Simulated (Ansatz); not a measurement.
CuI (Cmcm, No. 63, 4 atoms in the cell; start mp-1007922; a measured phase of this formula has another space group), treated with r²SCAN in Ansatz (plane waves, PAW).

Run with plane-wave cutoff 560 eV, 6×6×8 k mesh (along the axes of the cell as run), Fermi–Dirac smearing 0.01 eV, no spin polarisation, scalar-relativistic PAW data made under PBE.

Cell (relaxed at this level):

```yaml
crystal:
  lattice:
    - [3.78434, -3.73228, 0.00000]
    - [3.78434, 3.73228, 0.00000]
    - [0.00000, 0.00000, 4.30298]
  atoms:
    - { symbol: Cu, position: [0.41987, 0.58013, 0.75000] }
    - { symbol: Cu, position: [0.58013, 0.41987, 0.25000] }
    - { symbol: I, position: [0.76841, 0.23159, 0.75000] }
    - { symbol: I, position: [0.23159, 0.76841, 0.25000] }
```

Estimate the band gap that the calculation returns.


band gap: 1.41 eV

Note: the cell has widely spaced layers and the level no dispersion term, so their spacing and the moduli can rest on weak binding.

Spin–orbit coupling is not included; with these elements it can move the gap by several tenths of an eV or more.

The computed numbers hold no vibrational or temperature effects.

Cost on a shared machine: roughly 60 core-seconds.

A start named mp-… is a Materials Project structure, which need not be a measured phase.

Ansatz is a quantum-chemistry and plane-wave program.
